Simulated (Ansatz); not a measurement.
Ta₂O₅ (model structure, Pbam, No. 55, 14 atoms in the cell) was calculated with PBEsol (plane waves, PAW; Ansatz, a first-principles code).

Numerical settings: plane-wave cutoff 520 eV, 6×6×10 k mesh (along the axes of the cell as run), Fermi–Dirac smearing 0.01 eV, scalar-relativistic PAW data made under PBE.

Cell (relaxed at this level):

```
CELL_PARAMETERS angstrom
      6.19554     0.00000     0.00000
      0.00000     7.32573     0.00000
      0.00000     0.00000     3.78664
ATOMIC_POSITIONS crystal
  Ta 0.22403 0.61971 0.00000
  Ta 0.72403 0.88029 0.00000
  Ta 0.77597 0.38029 0.00000
  Ta 0.27597 0.11971 0.00000
  O  0.19824 0.65828 0.50000
  O  0.69824 0.84172 0.50000
  O  0.80176 0.34172 0.50000
  O  0.30176 0.15828 0.50000
  O  0.50000 0.50000 0.00000
  O  0.00000 0.00000 0.00000
  O  0.38949 0.86036 0.00000
  O  0.88949 0.63964 0.00000
  O  0.61051 0.13964 0.00000
  O  0.11051 0.36036 0.00000
```

Problem. Estimate the band gap and direct gap at Γ that the calculation returns.

Solution. 
- band gap = 2.17 eV
- direct gap at Γ = 3.29 eV

Note: the relaxation could raise the start's symmetry but not lower it, so the cell can be a saddle point.

Spin–orbit coupling is not included.

A model structure was made by putting elements into a prototype or built by hand; it is no filed structure, need not be a known phase, and can be a saddle point held by its symmetry.
